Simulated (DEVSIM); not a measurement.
Device: illuminated GaSb p-on-n cell, one wavelength, at 300 K.

Layer 1 from the left is GaSb, thickness (μm) 0.120, Na (cm⁻³) 7.2e17, τn (s) 1.1e-11, τp (s) 6.7e-12, absorption coefficient (cm⁻¹) 5400. Layer 2 from the left is GaSb, thickness (μm) 0.580, Nd (cm⁻³) 2.7e15, τn (s) 4.5e-10, τp (s) 4.5e-10, absorption coefficient (cm⁻¹) 5400.

Left contact: ohmic, minority electron recombination velocity 5000 cm/s. Right contact: ohmic, minority hole recombination velocity 2000 cm/s. Voltage is applied to the left contact. Recombination: SRH at mid-gap, radiative, Auger. Light enters at the left, 8.1e17 photons cm⁻² s⁻¹, one pass, no reflection. Mobility is μmin + (μ − μmin)/(1 + (N/Nref)^α).

Constants are typed, rounded textbook-type inputs, not results; the design itself was drawn at random and stands for no fabricated device. Values at 300 K.

GaSb: gap (eV) 0.726, affinity (eV) 4.06, permittivity 15.7, Nc (cm⁻³) 2.1e17, Nv (cm⁻³) 1.8e19, μn (cm²/Vs) 5000, μp (cm²/Vs) 850, μn,min 1000, μp,min 190, Nref,n 2.8e17, Nref,p 9e17, αn 1.05, αp 0.65, B (cm³/s) 1e-10, Cn (cm⁶/s) 5e-30, Cp (cm⁶/s) 5e-30.

DEVSIM, 1D drift-diffusion, Boltzmann statistics, complete ionisation; no tunnelling, impact ionisation, image-force lowering or self-heating.

Dark forward current:

```tsv
|V| (V)	|J| (A/cm²)
0.05	0.004509
0.10	0.01726
0.15	0.05696
0.20	0.1901
0.25	0.6795
0.30	2.645
0.35	10.43
0.40	35.93
0.45	116.9
0.50	434.0
0.55	1919
0.60	9145
```

Work out the local ideality factor n = ΔV / (kT/q · ln(J2/J1)) between the rows 0.15 and 0.20 V, 0.55 and 0.60 V.

kT/q = 25.85 mV. From 0.15 to 0.20 V: ln(0.1901/0.05696) = 1.205, n = 1.60. From 0.55 to 0.60 V: ln(9145/1919) = 1.561, n = 1.24.

What current could the absorbed light give at most, and what share is collected?

Σ αd = 0.378, so qΦ(1 − exp(−Σ αd)) = 40.8 mA/cm². The simulated short-circuit current is 40.05 mA/cm², a share of 0.98.

Estimate the open-circuit voltage by superposition: the voltage at which the dark current equals that short-circuit current.

Interpolating ln J in the table gives 0.135 V. The simulation gives 0.135 V, the same within the digits that matter. Superposition holds where collection doesn't change with voltage.
